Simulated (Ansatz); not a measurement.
Sn on the 1x1 (111) surface of fcc Ir, one in a 2x2 cell, started at the site 'hollow Ir-Ir-Ir over Ir at depth 4.4 Å'

All values below come from PBE (plane waves to 420 eV, PAW; Ansatz, a first-principles code).

Set-up: 17 atoms, 6.6 Å thick at the start under the adsorbate (thin: gaps and levels are the slab's own); mesh 6x6x1; 0.1 eV smearing; dipole correction on; 8 atoms held, the rest relaxed; start symmetry kept, larger cells not searched; no spin, no spin-orbit, no U, no dispersion correction. At the end it is bonded to 3 Ir. In PBE it is, or lies within 0.03 eV of, the lowest of the starts that converged.

```
Property                                                                                                                                                          Result
--------------------------------------------------------------------------------------  --------------------------------------------------------------------------------
adsorption energy against an atom of beta tin                                                                                                             -31.1 kcal/mol
work function of the top face                                                                                                                                    4.43 eV
change of the work function                                                                                                                                     -1.06 eV
change of the step from the bottom to the top vacuum level, against the clean slab                                                                              -1.07 eV
energy released by relaxation                                                                                                                                    0.18 eV
height of the binding atom over the mean of the host atoms within 0.3 Å of the top one                                                                           2.208 Å
nearest host atoms of the binding atom                                                                                          Ir at 2.73 Å, Ir at 2.73 Å, Ir at 2.73 Å
largest move of a host atom                                                                                                                                       0.04 Å
caution                                                                                 the clean host was not checked against rearrangement in a larger or rattled cell
cost                                                                                                                                              roughly 4 core-minutes
```

A negative adsorption energy means that the adsorbate is more stable on the surface than in its reference.
